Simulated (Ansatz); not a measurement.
hypothetical Fm-3m MoTe2 with two functionals, x(Pt) = 0.5, 6 atoms, R-3m

The reference is MoTe2 (space group Fm-3m, No. 225; a = 6.658 Å; a hypothetical phase, not in the database extracts checked).

(Cell as relaxed with PBE.)

Levels (all Ansatz, a first-principles code, PAW, earlier PAW set): PBE (420 eV, no spin-orbit coupling); PBEsol (420 eV, no spin-orbit coupling).

Each level relaxes its own structure.

```csv
base,PBE,PBEsol
volume per atom,24.59 Å³,23.54 Å³
lattice parameter a,6.658 Å,6.561 Å
band gap,zero,zero
```

Modification: a fraction x = 0.5 of the Te sites is given to Pt, ordered in a cell of 6 atoms (starting symmetry R-3m) and fully relaxed.

| quantity | PBE | PBEsol |
|---|---|---|
| deviation of the volume from the linear (Vegard-type) interpolation | +16.0 % | +11.6 % |
| mixing energy (to 0.01 eV only: unlike meshes or grids) (against an end that may be hypothetical) | -0.05 eV/atom | -0.02 eV/atom |

PBE's deviation of the volume from the linear lies 4.48 % above PBEsol's; PBE's mixing energy lies 0.036 eV/atom below PBEsol's. The two levels end in clearly different cell shapes (a soft spacing or a collapse), which may drive these differences. Neither level is exact; PBEsol is the comparison here, not a measurement.

These are small ordered cells, not random alloys; other orderings at the same x differ. Spin-orbit coupling, missing from the scalar runs, can matter with Pt and Te. Stability against distortions was not tested. The final runs are not spin-polarised. MoTe2 has a high density of states at the Fermi level and may be magnetic at this level. Under x(Pt) = 0.5, 6 atoms, R-3m the cell changed shape so far that it is another structure. The zero or small gap of MoPtTe can change with the level of theory.
